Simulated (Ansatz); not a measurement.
The starting structures come from a database of crystals and need not be the phases stable at ambient conditions.

By PBEsol, the system below comes out a metal.

The ballistic (Sharvin) conductance counts the channels at the Fermi level: G/A = (e²/h) × channels of both spins per area.

```yaml
crystal:
  lattice:
    - [2.48365, 0.00000, 0.00000]
    - [0.00000, 4.02620, 0.00000]
    - [1.24182, 0.00000, 2.15090]
  atoms:
    - { symbol: Mn, position: [0.66667, 0.25000, 0.66667] }
    - { symbol: Mn, position: [0.33333, 0.75000, 0.33333] }
```

Space group of this cell: P6_3/mmc, hcp (Mg type). The cell is taken as given; by PBEsol its mean pressure is -11.7 GPa.

The current flows along the normal of the first two printed cell vectors, the (100) plane of the conventional cell. No spin-orbit coupling; the value is a mean over 0.1 eV about the Fermi level.

Problem. Estimate the ballistic conductance per area that Ansatz (a quantum-chemistry and plane-wave program) with PBEsol returns for this system.

Solution. 1.4 × 10¹⁵ S/m² for both spins.
